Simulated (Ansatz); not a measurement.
Surface: monolayer graphene, 5x5 cell, one far atom fixed; cell 12.3 x 12.3 Å at 60°; in-plane lattice constant set by hand. Method: PBE-D3(BJ) (plane waves to 420 eV, PAW; Ansatz, a first-principles code). Sampling: 3x3x1 k points. The slab states were run without spin polarisation. Results hold for this cell, coverage and mesh. Energies are static: no zero-point or thermal part.

Step: B2H6 dissociates at its B-H bond, H on C and B on C (ending with C(24)-B(a0), C(25)-H(a4)). Start, atoms near the reaction:

```csv
atom,x (Å),y (Å),z (Å)
C(13),4.943,2.825,0.970
C(14),4.943,4.250,0.968
C(15),6.176,4.961,0.967
C(16),6.176,6.385,0.983
C(17),7.409,7.096,0.992
C(22),6.177,2.113,0.969
C(23),7.410,2.825,0.968
C(24),7.410,4.249,0.969
C(25),8.643,4.961,0.985
C(26),8.642,6.385,0.993
C(27),9.875,7.097,1.000
C(32),8.643,2.113,0.983
C(33),9.875,2.825,0.992
C(34),9.875,4.249,0.993
C(35),11.108,4.961,1.000
C(36),11.108,6.385,1.002
B(a0),6.985,3.904,4.371
B(a1),5.381,3.195,4.384
H(a2),6.177,3.550,3.397
H(a3),6.189,3.549,5.367
H(a4),7.096,5.096,4.368
H(a5),7.941,3.184,4.362
H(a6),4.425,3.915,4.386
H(a7),5.271,2.003,4.380
```

An image on its path:

```
atom    x (Å)  y (Å)  z (Å)
-----  ------  -----  -----
C(13)   4.945  2.826  1.071
C(14)   4.945  4.250  1.063
C(15)   6.178  4.961  1.042
C(16)   6.178  6.385  1.043
C(17)   7.411  7.096  1.038
C(22)   6.177  2.114  1.079
C(23)   7.411  2.827  1.069
C(24)   7.410  4.249  1.021
C(25)   8.646  4.962  0.995
C(26)   8.645  6.385  1.020
C(27)   9.877  7.097  1.047
C(32)   8.644  2.114  1.072
C(33)   9.877  2.826  1.056
C(34)   9.877  4.250  1.030
C(35)  11.110  4.961  1.051
C(36)  11.110  6.385  1.057
B(a0)   7.835  4.465  3.899
B(a1)   6.409  5.208  4.564
H(a2)   6.505  4.176  3.757
H(a3)   7.614  5.649  4.422
H(a4)   8.488  4.896  3.019
H(a5)   8.301  3.535  4.473
H(a6)   5.740  6.047  4.032
H(a7)   6.219  4.848  5.679
```

Question: Which atoms feel the largest forces, and does the image come before the top or after it?

Answer: 
| atom | Fx | Fy | Fz (eV/Å) |
|---|---|---|---|
| H(a5) | 0.00 | 0.03 | 0.47 |
| H(a3) | 0.12 | 0.05 | 0.44 |
| H(a7) | -0.38 | -0.20 | 0.11 |
The image lies before the top, +0.69 eV over the start.
